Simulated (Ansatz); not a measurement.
Base system: CaIr2 in the cubic Laves (MgCu2 type) structure (space group Fd-3m, No. 227; a = 7.485 Å; a cell from a computed database, its experimental status unchecked).

One thing is altered: a hydrostatic pressure of 0.7 GPa.

Levels (all Ansatz, a first-principles code, PAW): PBEsol (420 eV, no spin-orbit coupling); PBEsol+SOC (420 eV, noncollinear with spin-orbit coupling).

The geometry is relaxed with PBEsol.

```
Quantity           Value
---------------  -------
PBEsol pressure  0.7 GPa
```

Question: How does going to PBEsol+SOC change the pressure?

Answer: The pressure rises by 0.5 GPa to 1.2 GPa.

Single points use the geometry relaxed with PBEsol. The spin-orbit shifts are approximate. Load acts through the strain it causes; cell and atoms are relaxed under it. Stability against distortions was not tested. The runs without spin-orbit coupling are not spin-polarised. CaIr2 has a high density of states at the Fermi level and may be magnetic at this level.
